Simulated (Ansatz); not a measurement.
A zone-centre phonon calculation of LaOs2 (Fd-3m, 6 atoms in the cell) with Ansatz (a program for electronic structure).

Level of theory: LDA (PW92), PAW files made with PBE (plane waves; Ansatz).

```
CELL_PARAMETERS angstrom
      0.00000     3.79508     3.79508
      3.79508     0.00000     3.79508
      3.79508     3.79508     0.00000
ATOMIC_POSITIONS crystal
  La 0.75000 0.75000 0.75000
  La 0.50000 0.50000 0.50000
  Os 0.12500 0.62500 0.12500
  Os 0.12500 0.12500 0.12500
  Os 0.62500 0.12500 0.12500
  Os 0.12500 0.12500 0.62500
```

Reference input (self-consistent single point, DFT, PBEsol, plane waves, PAW files made with PBE): kpoints.mp_grid.grid = 7 7 7; hamiltonian.xc = pbesol; hamiltonian.pseudopotentials = {kind: paw} (the program's default PAW files); scf.occupations.method = fermi_dirac; scf.occupations.width = 0.01 Ry. This run's input differs from it in these lines:

Ansatz 0.2 input:
```diff
@@ -17,3 +17,3 @@
 hamiltonian:
-  xc: pbesol
+  xc: lda
   pseudopotentials:
@@ -25,6 +25,4 @@
     width: 0.01 Ry
-output:
-  forces: true
-  eigenvalues: true
-  stress: true
+phonons:
+  method: dfpt
```

Output, abridged:

```
SCF iter   1: F=—  HF=-56641.813079 eV  |F-HF|=—  |Δ(HF+E_count)|=         —  Δρ=2.08e-1  dr2=1.27e2  ethr=3.10e-3  ⟨swp⟩=5.0  Hψ=39093  notcnv=0
all-band conjugate gradients solve this SCF's bands
automatic band count: the SCF goes on with 65 bands, as 54 were too few: the levels above may hold too much charge
preconditioner: auto → Kerker (q_TF=auto, 2.621 Å⁻¹)
SCF iter   2: F=—  HF=-56634.281735 eV  |F-HF|=—  |Δ(HF+E_count)|=    7.53e0  Δρ=1.13e-1  dr2=3.52e1  ethr=3.10e-3  ⟨swp⟩=3.7  Hψ=13632  notcnv=0
   [... lines left out ...]
SCF iter   8: F=—  HF=-56630.930357 eV  |F-HF|=—  |Δ(HF+E_count)|=   4.62e-5  Δρ=2.97e-5  dr2=1.54e-6  ethr=1.49e-7  ⟨swp⟩=2.0  Hψ=9281  notcnv=0
SCF iter   9: F=—  HF=-56630.930362 eV  |F-HF|=—  |Δ(HF+E_count)|=   4.43e-6  Δρ=4.79e-6  dr2=3.68e-8  ethr=1.79e-9  ⟨swp⟩=2.0  Hψ=9754  notcnv=0
SCF iter  10: F=—  HF=-56630.930362 eV  |F-HF|=—  |Δ(HF+E_count)|=   9.94e-9  Δρ=4.42e-7  dr2=3.70e-10  ethr=4.28e-11  ⟨swp⟩=2.0  Hψ=9834  notcnv=0
SCF iter  11: F=-56630.930362 eV  HF=-56630.930362 eV  |F-HF|=2.91e-11  |Δ(HF+E_count)|=  6.55e-11  Δρ=6.54e-8  dr2=6.44e-12  ethr=1.00e-12  ⟨swp⟩=7.5  Hψ=33277  notcnv=0
SCF 1 converged in 11 iterations: F = -56630.930362 eV  dr2 = 6.44e-12
DFPT response loops at Γ: preconditioner auto → Kerker (q_TF=auto, 2.621 Å⁻¹) (partly filled bands, converged f_vac=0.000) …
Free energy (F): -56630.930362 eV
Internal energy: -56630.533753 eV  (E = F + TS)
E sigma→0 (E₀):  -56630.732057 eV
Entropy (-TS):   -0.396609 eV (-66.101 meV/atom)
Fermi energy:    20.102959 eV
--- Phonons (Γ-DFPT): 2 representative perturbations + reference, on 100 of 343 k-points (Σ response iterations 6) ---
  k mesh reduced under 2 symmetry operations, with k and −k counted as one. Each operation leaves every solved perturbation unchanged …
  ASR residual: 5.379e-4 → 0.000e0 eV/Å²; symmetrization residual: 5.541e-6 eV/Å²
  ASR residual per site (eV/Å²): 2.98e-4 2.98e-4 5.38e-4 5.38e-4 5.38e-4 5.38e-4
  Γ frequencies (cm⁻¹): 0.00 0.00 0.00 33.11 33.11 33.11 83.20 83.20 83.20 85.95 85.95 128.01 128.01 128.01 149.60 149.60 149.60 207.36
  non-analytic LO–TO correction: not included (Born effective charges unavailable; polar crystals: no LO–TO splitting at Γ)
```

The run converged in 11 iterations. 

Summary of the result:
| Quantity | Value |
|---|---|
| Free energy E − TS (on the zero of these files) | -56630.9304 eV |
| Fermi level (on the code's own zero) | 20.10 eV |
| Zone-centre frequencies (cm⁻¹; negative means imaginary) | 0, 0, 0, 33, 33, 33, 83, 83, 83, 86, 86, 128, 128, 128, 150, 150, 150, 207 |

The starting cell comes from a database of computed structures (which also holds hypothetical and non-ambient phases and stackings), without a prior relaxation at this level. Its lattice was rescaled by a random factor within 2.5 % of one. Spin polarisation is off.

Cost on one core of a shared machine: roughly 3 min.
